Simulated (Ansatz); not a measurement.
System: W3Re (model structure, started from the D019 type, P6₃/mmc, No. 194, 8 atoms in the cell). Method: LDA (plane waves, PAW; Ansatz, a quantum-chemistry and plane-wave program).

The input as run:

Ansatz 0.2 input:
```yaml
crystal:
  lattice:
    - [5.4377438231, -0.0000002684, 0.0]
    - [-2.7188716792, 4.7092244243, 0.0]
    - [0.0, 0.0, 4.7048731419]
  atoms:
    - { symbol: W, position: [0.8323762751, 0.6647525501, 0.25] }
    - { symbol: W, position: [0.1676237249, 0.8323762751, 0.75] }
    - { symbol: W, position: [0.3352474499, 0.1676237249, 0.25] }
    - { symbol: W, position: [0.1676237249, 0.3352474499, 0.75] }
    - { symbol: W, position: [0.8323762751, 0.1676237249, 0.25] }
    - { symbol: W, position: [0.6647525501, 0.8323762751, 0.75] }
    - { symbol: Re, position: [0.3333333333, 0.6666666667, 0.25] }
    - { symbol: Re, position: [0.6666666667, 0.3333333333, 0.75] }
basis:
  ecutwfc: 520
  ecutrho_ratio: 4
  xc_grid: 2
kpoints:
  mp_grid: { grid: [12, 12, 12] }
hamiltonian:
  xc: lda
  dispersion: none
  pseudopotentials: { kind: paw }
scf:
  occupations: { method: fermi_dirac, width: 0.05 }
output:
  forces: true
  stress: true
  eigenvalues: true
relax:
  f_tol: 0.004
  escape_saddle: false
  max_steps: 80
  cell: { stress_tol: 0.02, fix: [volume] }
```

The run printed, among other lines:

```
Relaxation: its limit of steps is 80 (relax.max_steps)
Crystal: 8 atoms, lattice volume = 120.480 Å³
Basis set: ecut = 520 eV, 3215 PW (Γ), exchange–correlation on 90×90×72 points (8 copies of the dense FFT grid, shifted against one another)
Bands: 69, of which v1, the nominal top of the filled ones, is band 57 counted from 1 (56 counted from 0)
Symmetry: 24 space group operations
Space group: P63/mmc (ITA 194), of the structure as read, at distance tolerance 4.9e-5 Å
k-points: 133 of 1728
Functional: x = slater, c = lda
SCF iter   1: F=—  HF=-81991.199469 eV  |F-HF|=—  |Δ(HF+E_count)|=         —  Δρ=1.06e-2  dr2=1.35e-1
SCF iter   2: F=—  HF=-81991.176769 eV  |F-HF|=—  |Δ(HF+E_count)|=   2.27e-2  Δρ=6.46e-3  dr2=4.85e-2
  ...
SCF 1 converged in 6 iterations: F = -81991.163205 eV  dr2 = 5.47e-9
Crystal: 8 atoms, lattice volume = 120.480 Å³
Initial density: handed on by an earlier stage of this run
SCF 2 converged in 6 iterations: F = -81991.163306 eV  dr2 = 3.81e-11
Crystal: 8 atoms, lattice volume = 120.480 Å³
SCF 3 converged in 6 iterations: F = -81991.164193 eV  dr2 = 2.02e-11
Crystal: 8 atoms, lattice volume = 120.480 Å³
SCF iter   7: F=-81991.164193 eV  HF=-81991.164193 eV  |F-HF|=0.00e0  |Δ(HF+E_count)|=  1.46e-11  Δρ=8.55e-10  dr2=1.21e-15
SCF iter   8: F=-81991.164193 eV  HF=-81991.164193 eV  |F-HF|=1.46e-11  |Δ(HF+E_count)|=  1.46e-11  Δρ=3.10e-10  dr2=5.67e-17
SCF 4 converged in 8 iterations: F = -81991.164193 eV  dr2 = 5.67e-17
SCF converged after 8 iterations
Free energy (F): -81991.164193 eV
Internal energy: -81991.091655 eV  (E = F + TS)
E sigma→0 (E₀):  -81991.127924 eV
Fermi energy:    23.165253 eV
--- Forces (eV/Å), atoms counted from 1 ---
  atom   1  W      0.00000000     0.00035039    -0.00000000
  atom   2  W     -0.00030345     0.00017520     0.00000000
  atom   3  W     -0.00030345    -0.00017520     0.00000000
  atom   4  W     -0.00000000    -0.00035039     0.00000000
  atom   5  W      0.00030345    -0.00017520     0.00000000
  atom   6  W      0.00030345     0.00017520     0.00000000
  atom   7  Re    -0.00000000     0.00000000    -0.00000000
  atom   8  Re     0.00000000    -0.00000000     0.00000000
--- Stress (GPa, compression-positive) ---
        6.851524       0.000000      -0.000000
        0.000000       6.851524      -0.000000
       -0.000000      -0.000000       6.869559
  P = ⅓ Tr σ = 6.8575 GPa (68.575 kbar)
```

The cell is one volume of an energy–volume scan, off the minimum.

The PAW data were made under PBE.

Note: the run has no spin polarisation, so it can have missed a magnetic state. Note: the relaxation could raise the start's symmetry but not lower it, so the cell can be a saddle point.

A model structure was made by putting elements into a prototype or built by hand; it is no filed structure, need not be a known phase, and can be a saddle point held by its symmetry.
